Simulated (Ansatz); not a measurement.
## A computed series for hypothetical rutile WSe2: pressure series

Base system: WSe$_{2}$ in the rutile structure (space group P4_2/mnm, No. 136; a = 6.151 Å, c = 3.311 Å; a hypothetical phase, not in the database extracts checked).

Cell and atoms are relaxed at each pressure.

Computed with PBEsol in Ansatz (plane waves to 420 eV, PAW, no spin-orbit coupling), earlier PAW set.

```json
[
 {"P (GPa)": "0.90", "V (Å³/atom)": "20.728"},
 {"P (GPa)": "2.09", "V (Å³/atom)": "20.538"},
 {"P (GPa)": "4.50", "V (Å³/atom)": "20.180"},
 {"P (GPa)": "9.00", "V (Å³/atom)": "19.601"},
 {"P (GPa)": "15.00", "V (Å³/atom)": "18.951"},
 {"P (GPa)": "22.50", "V (Å³/atom)": "18.273"},
 {"P (GPa)": "30.00", "V (Å³/atom)": "17.695"}
]
```

A third-order Birch–Murnaghan fit to these points gives V₀ = 20.87 Å³/atom, B₀ = 120 GPa and B₀′ = 4.6. At pressure 30 GPa the volume is 84.8 % of V₀.

Load acts through the strain it causes; cell and atoms are relaxed under it. Stability against distortions was not tested. No other phases were tried under pressure. The final runs are not spin-polarised. WSe2 has a high density of states at the Fermi level and may be magnetic at this level.

Ansatz is a quantum-chemistry and plane-wave program.
